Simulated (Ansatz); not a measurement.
The starting structures come from a database of crystals and need not be the phases stable at ambient conditions.

Inside the gap of an insulator the Bloch states are evanescent, with a wavenumber k + iκ along the transport direction.

Consider the following.

```xyz
16
Lattice="5.9646 0.0000 0.0000 -2.9823 6.7608 0.0000 2.9823 0.0000 11.5534" Properties=species:S:1:pos:R:3 pbc="T T T"
K      1.4912     3.3804     9.9440
K      1.4912     3.3804     1.6094
K      0.0000     6.7608     7.3861
K      2.9823     6.7608     4.1673
Nb     1.4912     3.3804     5.7767
Nb     0.0000     0.0000     0.0000
Ag     4.4735     3.3804     5.7767
Ag     0.0000     6.7608     0.0000
S     -1.7031     5.3784     1.3367
S      4.6854     1.3825     1.3367
S      4.2616     1.3825    10.2167
S      4.6854     5.3784    10.2167
S      0.2119     4.7629     4.4400
S      2.7704     1.9980     4.4400
S      6.1766     1.9980     7.1134
S      2.7704     4.7629     7.1134
```

Space group of this cell: Fddd. The cell is taken as given; by r2SCAN its mean pressure is -1.2 GPa.

Transport runs along the normal of the first two printed cell vectors.

The gap is the functional's own, uncorrected, and κ follows it; spin-orbit coupling is left out. Mid-gap values are interpolated between the computed energies.

Task: Predict the band gap and the smallest decay constant κ at mid-gap from r2SCAN (Ansatz, a quantum-chemistry and plane-wave program).

Result: Gap 2.43 eV on a 6×6×6 mesh; κ = 0.414 1/Å, at the zone centre.
